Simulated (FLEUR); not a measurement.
Band structure of OsRu3 (P6_3/mmc, 8 atoms in the cell).

```
CELL_PARAMETERS angstrom
      5.43042     0.00000     0.00000
     -2.71521     4.70288     0.00000
      0.00000     0.00000     4.29098
ATOMIC_POSITIONS crystal
  Ru 0.83256 0.16744 0.75000
  Ru 0.16744 0.83256 0.25000
  Ru 0.66512 0.83256 0.25000
  Ru 0.33488 0.16744 0.75000
  Ru 0.83256 0.66512 0.75000
  Ru 0.16744 0.33488 0.25000
  Os 0.66667 0.33333 0.25000
  Os 0.33333 0.66667 0.75000
```

Computed with PBEsol, all-electron FLAPW (FLEUR), scalar-relativistic valence in FLEUR.

Settings: Kmax = 4.3 1/bohr; GmaxXC = 17.2 1/bohr; xcFunctional = PBEs; jspins = 1; l_soc = F; mode = hist; fermiSmearingEnergy = 0.00499791 Htr; mesh (inpgen div1-3) = 4 4 5; inpgen gamma flag = true; Gmax = 17.2 1/bohr; numbands = 0; maxIterBroyd = 15; imix = Anderson; alpha = 0.05.

The starting cell comes from a database of computed structures (which also holds hypothetical and non-ambient phases and stackings), without a prior relaxation at this level. Spin-orbit coupling is off. Spin polarisation is off. Values depend on the basis (sphere radii, cutoffs, local orbitals), which need not be converged.

Levels in eV from the Fermi level, bands 53 to 60:
```json
[
 {"point": "Γ", "53": "-1.39", "54": "-1.39", "55": "1.00", "56": "1.37", "57": "1.37", "58": "1.40", "59": "1.75", "60": "1.75"},
 {"point": "M", "53": "-0.89", "54": "-0.81", "55": "-0.67", "56": "-0.55", "57": "-0.31", "58": "-0.21", "59": "0.11", "60": "0.29"},
 {"point": "K", "53": "-0.90", "54": "-0.90", "55": "-0.87", "56": "-0.05", "57": "-0.05", "58": "0.05", "59": "0.78", "60": "0.82"},
 {"point": "A", "53": "0.32", "54": "0.32", "55": "0.52", "56": "0.52", "57": "0.70", "58": "0.70", "59": "0.70", "60": "0.70"},
 {"point": "L", "53": "-1.43", "54": "-1.43", "55": "-1.36", "56": "-1.36", "57": "0.57", "58": "0.57", "59": "0.76", "60": "0.76"},
 {"point": "H", "53": "-1.41", "54": "-1.41", "55": "-1.16", "56": "-1.16", "57": "1.06", "58": "1.06", "59": "1.23", "60": "1.23"}
]
```
